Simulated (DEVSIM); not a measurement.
System: abrupt Si n-p junction, at 300 K.

Layer 1 from the left is Si, thickness (μm) 39.0, Nd (cm⁻³) 1.6e18, τn (s) 8.9e-7, τp (s) 8.9e-7. Layer 2 from the left is Si, thickness (μm) 2.00, Na (cm⁻³) 3.6e15, τn (s) 8.9e-7, τp (s) 8.9e-7.

Left contact: ohmic. Right contact: ohmic. Voltage is applied to the left contact. Recombination: SRH at mid-gap, radiative. Mobility is μmin + (μ − μmin)/(1 + (N/Nref)^α).

Constants are typed, rounded textbook-type inputs, not results; the design itself was drawn at random and stands for no fabricated device. Values at 300 K.

Si: gap (eV) 1.124, affinity (eV) 4.05, permittivity 11.7, Nc (cm⁻³) 2.86e19, Nv (cm⁻³) 3.1e19, μn (cm²/Vs) 1417, μp (cm²/Vs) 470, μn,min 52, μp,min 45, Nref,n 9.7e16, Nref,p 2.2e17, αn 0.68, αp 0.72, B (cm³/s) 4.7e-15.

Simulated with DEVSIM: 1D drift-diffusion, Boltzmann statistics, complete ionisation; no tunnelling, impact ionisation, image-force lowering or self-heating.

Dark forward current:

| |V| (V) | |J| (A/cm²) |
|---|---|
| 0.05 | 1.504e-8 |
| 0.10 | 8.238e-8 |
| 0.15 | 4.555e-7 |
| 0.20 | 2.767e-6 |
| 0.25 | 1.788e-5 |
| 0.30 | 0.0001191 |
| 0.35 | 0.0008030 |
| 0.40 | 0.005440 |
| 0.45 | 0.03688 |
| 0.50 | 0.2493 |
| 0.55 | 1.664 |
| 0.60 | 10.48 |
| 0.65 | 53.39 |
| 0.70 | 184.7 |
| 0.75 | 440.5 |
| 0.80 | 811.4 |
| 0.85 | 1269 |
| 0.90 | 1787 |
| 0.95 | 2349 |

### Question
Work out the local ideality factor n = ΔV / (kT/q · ln(J2/J1)) between the rows 0.15 and 0.20 V, 0.40 and 0.45 V, 0.90 and 0.95 V.

### Answer
kT/q = 25.85 mV. From 0.15 to 0.20 V: ln(2.767e-6/4.555e-7) = 1.804, n = 1.07, near the 1 of diffusion or emission over a barrier. From 0.40 to 0.45 V: ln(0.03688/0.005440) = 1.914, n = 1.01, near the 1 of diffusion or emission over a barrier. From 0.90 to 0.95 V: ln(2349/1787) = 0.273, n = 7.07.

### Question
Estimate the current at 0.40 V from the Shockley equation with J0 = Σ q ni² D/(N L) coth(W/L), τ joining the SRH, radiative and Auger lifetimes that are on, and W taken as the whole layer.

### Answer
ni² = 1.16e20 cm⁻⁶; holes in the n layer: μ = 127 cm²/Vs, D = 3.29 cm²/s, τ = 8.84e-7 s, L = 17.0 μm, W/L = 2.3, term 2.28e-14 A/cm²; electrons in the p layer: μ = 1290 cm²/Vs, D = 33.2 cm²/s, τ = 8.90e-7 s, L = 54.4 μm, W/L = 0.037, term 8.57e-10 A/cm². J0 = 8.57e-10 A/cm², and J = J0 exp(qV/kT) = 0.00450 A/cm². The simulation gives 0.00544 A/cm²; the estimate lies 17 % below. The estimate leaves out recombination in the depletion region and that region's share of W.
